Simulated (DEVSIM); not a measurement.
System: Co/SiO2/p-Si capacitor, at 400 K.

```csv
layer (left to right),material,thickness (nm),Na (cm⁻³)
1,SiO2,4.40,-
2,Si,930,3.8e17
```

Metal gate on the left, work function 5 eV. Fixed charge at the semiconductor interface 4.2e11 cm⁻² (in units of +e); no interface traps.

The device is made up for the run: typed textbook-type constants, with dimensions and the other settings drawn at random. Values at 300 K; Nc and Nv go as T^1.5, mobilities as T to minus their exponent, the gap by Varshni's rule with the affinity fixed.

| parameter | SiO2 | Si |
|---|---|---|
| gap (eV) | 9 | 1.124 |
| affinity (eV) | 0.9 | 4.05 |
| permittivity | 3.9 | 11.7 |
| Nc (cm⁻³) | - | 2.86e19 |
| Nv (cm⁻³) | - | 3.1e19 |
| Varshni α (eV/K) | - | 0.000473 |
| Varshni β (K) | - | 636 |

Model (solved in DEVSIM): 1D Poisson equation in equilibrium, Boltzmann statistics, complete ionisation; no quantum confinement or tunnelling. Metal contacts follow the ideal Schottky-Mott rule: no Fermi-level pinning, no interface dipoles.

Problem. Tabulate band edges, carrier densities and field at 0.6 V on the gate.

Solution. Energies count from the Fermi level of the right contact; mesh points crowd at the junctions.

```csv
x (μm),Ec (eV),Ev (eV),n (cm⁻³),p (cm⁻³),field (V/cm)
0.000,3.500,-5.500,< 1e2,< 1e2,420000
0.0008774,3.537,-5.463,< 1e2,< 1e2,420000
0.002056,3.587,-5.413,< 1e2,< 1e2,420000
0.003304,3.640,-5.360,< 1e2,< 1e2,420000
0.004481,0.537,-0.559,7.5e12,4.3e12,210000
0.005603,0.560,-0.537,3.9e12,8.3e12,200000
0.007735,0.601,-0.496,1.2e12,2.7e13,190000
0.01371,0.701,-0.395,6.4e10,5.0e14,150000
0.02315,0.818,-0.278,2.2e9,1.5e16,96000
0.04110,0.913,-0.183,1.4e8,2.3e17,20000
0.07523,0.930,-0.167,8.5e7,3.8e17,280
0.1709,0.930,-0.167,8.5e7,3.8e17,≈ 0
0.3220,0.930,-0.167,8.5e7,3.8e17,≈ 0
0.5677,0.930,-0.167,8.5e7,3.8e17,≈ 0
0.7828,0.930,-0.167,8.5e7,3.8e17,≈ 0
0.8552,0.930,-0.167,8.5e7,3.8e17,≈ 0
0.8933,0.930,-0.167,8.5e7,3.8e17,≈ 0
0.9133,0.930,-0.167,8.5e7,3.8e17,≈ 0
0.9260,0.930,-0.167,8.5e7,3.8e17,≈ 0
0.9305,0.930,-0.167,8.5e7,3.8e17,≈ 0
0.9329,0.930,-0.167,8.5e7,3.8e17,≈ 0
0.9344,0.930,-0.167,8.5e7,3.8e17,≈ 0
```
